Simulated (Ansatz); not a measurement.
The starting structures come from a database of crystals and need not be the phases stable at ambient conditions.

Inside the gap of an insulator the Bloch states are evanescent, with a wavenumber k + iκ along the transport direction.

Consider the following.

```
CELL_PARAMETERS angstrom
      7.87244     0.00000     0.00000
     -3.16558     9.02766     0.00000
      0.94283    -0.49157     3.70326
ATOMIC_POSITIONS crystal
  Y  0.98326 0.70830 0.86252
  Y  0.01674 0.29170 0.13748
  Y  0.77319 0.95055 0.58868
  Y  0.22681 0.04945 0.41132
  Cl 0.64147 0.73659 0.04756
  Cl 0.35853 0.26341 0.95244
  Cl 0.65950 0.11784 0.22917
  Cl 0.34050 0.88216 0.77083
  Cl 0.18956 0.50800 0.65922
  Cl 0.81044 0.49200 0.34078
```

Space group of this cell: C2/m. The cell is taken as given.

Transport runs along the normal of the first two printed cell vectors.

The gap is the functional's own. No spin-orbit coupling. Mid-gap values are interpolated on the energy grid.

### Question
Give the band gap and the smallest decay constant κ at mid-gap that r2SCAN (Ansatz, a first-principles code) yields.

### Answer
Gap 0.91 eV on a 8×8×8 mesh; κ = 0.282 1/Å, at (-0.250, 0.250) of the in-plane reciprocal vectors. At the zone centre, at the nearest computed energy, the slowest state has κ = 0.32 1/Å.
